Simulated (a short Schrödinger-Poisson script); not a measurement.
Structure: MOS inversion layer, SiO2 on p-type Si(111), at 300 K.

From the gate side: 2.3 nm SiO2; 380 nm Si, acceptors 1.3e18 cm⁻³.

The device is made up for the run: typed textbook-type constants, with dimensions and the other settings drawn at random. SiO2: permittivity 3.9, conduction-band edge (eV) 3.15, gap (eV) 9, electron mass (mₑ) 0.5. Si: permittivity 11.7, conduction-band edge (eV) 0, gap (eV) 1.124, Nv at 300 K (cm⁻³) 3.1e19.

Channel valleys (confinement mass, in-plane density-of-states mass, number): Δ6 0.258, 0.358, 6. At the gate the conduction-band edge of layer 1 lies 3.22 eV − eVg above the Fermi level of the channel; the field vanishes at the back. Gaps are held at their typed values at every temperature. Mesh 0.03 nm at interfaces.

From a short Schrödinger-Poisson script (our own, NumPy): 1D Poisson equation in equilibrium, electrons quantum, Hartree (BenDaniel-Duke, 12 states a valley, the channel's in-plane mass for all, wave functions ending at the dielectric), parabolic valleys, classical holes, full ionisation, no traps, pinning or gate leakage.

```tsv
Vg (V)	electrons (cm⁻²)	C (μF/cm²)	Δ6 E0 (meV from the Fermi level)
0.5	9.51e9	0.303	201.7
0.6	1.21e11	0.570	135.9
0.7	5.20e11	0.906	98.0
0.8	1.10e12	1.05	78.2
0.9	1.76e12	1.11	65.7
1	2.46e12	1.15	56.7
1.1	3.18e12	1.18	49.6
1.2	3.92e12	1.19	43.8
1.3	4.67e12	1.21	38.9
1.4	5.43e12	1.22	34.5
1.5	6.19e12	1.23	30.7
1.6	6.96e12	1.23	27.2
1.7	7.73e12	1.24	24.0
1.8	8.51e12	1.25	21.1
1.9	9.29e12	1.25	18.3
2	1.01e13	1.26	15.8
```

Gate voltages with under 1e9 electrons/cm² are left out.

Question: At Vg = 2 V the lowest Δ6 subband lies at 15.8 meV from the Fermi level. How many electrons does it hold, and what share of all?

Answer: The two-dimensional density of states is g m/(πħ²) = 8.97e11 cm⁻² meV⁻¹ (both spins), kT = 25.9 meV, so n = D kT ln(1 + exp(−E/kT)) = 1.01e13 cm⁻², 1.00 of the 1.01e13 cm⁻² in all.

Question: Compare the slope of the sheet density between 1.8 and 2 V with the geometric capacitance of the layers between gate and channel.

Answer: q Δn/ΔV = 1.27 μF/cm²; ε0/Σ(t/ε) = 1.50 μF/cm². The ratio is 0.85: the channel acts as a further capacitance in series.
